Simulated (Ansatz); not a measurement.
Consider the following.

```xyz
8
Lattice="-2.7077 2.7077 5.4159 2.7077 -2.7077 5.4159 2.7077 2.7077 -5.4159" Properties=species:S:1:pos:R:3 pbc="T T T"
Cu     0.0000     0.0000     0.0000
Cu     0.0000     2.7077     2.7079
Zn     2.7077     0.0000     2.7079
Sn     0.0000     0.0000     5.4159
S      1.4450    -1.4018     6.8199
S      1.3059     1.2627    -1.4040
S      1.2627     4.1096     1.4040
S      1.4018     1.4450     4.0119
```

No spin polarisation.

Calculations: PBE (Ansatz, a program for electronic structure, PAW, no SOC). Γ-centred 9×9×9 mesh, Fermi–Dirac width 0.05 eV.

Q: Predict the valence-band top at Γ and band gap.

A: 
- Valence-band top at Γ (three highest levels, from the VBM): 0.00, -0.06, -0.06 eV
- Band gap: 0.13 eV

Load acts through the strain it causes; cell and atoms are relaxed under it. Whether these cells are dynamically stable was not tested. The final runs are not spin-polarised. The cell was made from ZnCu₂SnS₄ (space group I-4, No. 82) by this change: pressure 2.1 GPa. A zero or small gap of ZnCu2SnS4 can be the functional's error rather than a property of the material.
